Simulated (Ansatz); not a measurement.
For cubic perovskite BaHfO₃, rVV10 (PAW; Ansatz, a first-principles code) gives:

* **equilibrium lattice constant a**: 4.217 Å
* **enthalpy of formation**: -3.569 eV/atom

Problem. What does HSE06 (Ansatz, PAW) give for the same quantities?

Solution. 
- lattice constant a: 4.175 Å (drops by 1.0 %)
- formation enthalpy: -3.459 eV/atom (moves by +0.110 eV/atom)

For comparison: lattice constant a 4.171 Å (measured, room temperature, no zero-point or thermal correction, sources range from 4.171 to 4.180; as tabulated in Zhao et al. (2008), arXiv:0809.3506); formation enthalpy -3.710 ± 0.03 eV/atom (measured, 298 K, copied from a table, unchecked, not corrected to a static lattice; as tabulated in Wang et al. (2021), doi:10.1038/s41598-021-94550-5).

Changes are worked out from the printed values.

Unless a cell is named, each level is at its own relaxed cell (rVV10 15.00, HSE06 14.55 Å³/atom).

Levels without +SOC leave out spin–orbit coupling, which shifts energies and cells of such heavy elements.

Caveats: hybrids on metals are sensitive to the k mesh and can open a false gap (HSE06); the relaxation could not lower the start's symmetry, so the cell can be a saddle point above a distorted one (rVV10, HSE06). Ansatz's density-functional and Hartree–Fock values are scalar-relativistic unless marked +SOC, with PAW data made under PBE.
